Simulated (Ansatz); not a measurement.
Base system: SnSe2 in the CdI2 type structure (space group P-3m1, No. 164; a = 3.826 Å, c = 6.231 Å; layered, stacked along the Cartesian z axis).

Method: r2SCAN+rVV10 (Ansatz, a first-principles code), no spin-orbit coupling.

Before the change:

| Item | Value |
|---|---|
| Smallest direct gap | 1.49 eV |
| Width of the top valence band | 1.56 eV |

Perturbation: an isotropic linear strain of −1.14 %; the atoms relax in the strained cell.

### Question
How does this affect the energy relative to the base, smallest direct gap and width of the top valence band?

### Answer
The energy grows by 4.0 meV/atom; the smallest direct gap rises by 0.03 eV, from 1.49 eV to 1.52 eV; the width of the top valence band grows by 0.19 eV (1.56 eV → 1.75 eV).

No phonon test of stability was made.
